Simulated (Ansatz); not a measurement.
The reference is AlN in the wurtzite structure (space group P6_3mc, No. 186; a = 3.114 Å, c = 4.984 Å).

Now apply this change: a negative pressure, −2 GPa.

Levels (all Ansatz, a program for electronic structure, PAW): PBEsol (420 eV, without spin-orbit coupling); r2SCAN (500 eV, no SOC); HSE06 (420 eV, no SOC).

One geometry, relaxed with PBEsol, under each level:

```csv
level,band gap,lowest conduction level above the VBM at special points,pressure
PBEsol,4.01 eV,Γ 4.01 eV; K 4.89 eV; L 5.14 eV; M 5.64 eV,-2.00 GPa
r2SCAN,4.73 eV,Γ 4.73 eV; K 5.68 eV; L 5.94 eV; M 6.42 eV,-3.23 GPa
HSE06,…,…,–
```

**Question.** Give the withheld HSE06 results.

**Answer.** 
- HSE06, band gap: 5.44 eV
- HSE06, lowest conduction level above the VBM at special points: Γ 5.44 eV; K 6.33 eV; L 6.60 eV

Single points use the geometry relaxed with PBEsol. Their cutoffs differ, which shifts pressures a little. Load acts through the strain it causes; cell and atoms are relaxed under it. Stability against distortions was not tested.
